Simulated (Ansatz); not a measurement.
# BaHfO3: element substitutions

Consider BaHfO3 in the cubic perovskite structure (space group Pm-3m, No. 221).

```yaml
crystal:
  lattice:
    - [4.17705, 0.00000, 0.00000]
    - [0.00000, 4.17705, 0.00000]
    - [0.00000, 0.00000, 4.17705]
  atoms:
    - { symbol: Ba, position: [0.00000, 0.00000, 0.00000] }
    - { symbol: Hf, position: [0.50000, 0.50000, 0.50000] }
    - { symbol: O, position: [0.00000, 0.50000, 0.50000] }
    - { symbol: O, position: [0.50000, 0.50000, 0.00000] }
    - { symbol: O, position: [0.50000, 0.00000, 0.50000] }
```

Each row replaces one element on all its sites; cell and atoms are relaxed.

Computed with r2SCAN (Ansatz, a quantum-chemistry and plane-wave program; PAW; 500 eV plane waves; no spin-orbit coupling).

| case | band gap | volume per atom |
|---|---|---|
| base | 4.19 eV | 14.58 Å³ |
| Ba → Cs | zero | 15.39 Å³ |
| Hf → Zr | [?] | 14.87 Å³ |
| Hf → Ti | 2.17 eV | [?] |

### Question
Some entries are withheld; estimate them.

### Answer

- Hf → Zr, band gap: 3.73 eV
- Hf → Ti, volume per atom: 12.74 Å³

Other magnetic orders, which the real material may have, were not ruled out. With Hf present, leaving out spin-orbit coupling can change the band edges. Stability against distortions was not tested. As relaxed here, CsHfO3 is a hypothetical phase, not in the database extracts checked. Spin-polarised in the final run: CsHfO3; the other runs are not. This is not the structure that BaTiO3 has at room temperature and ambient pressure.
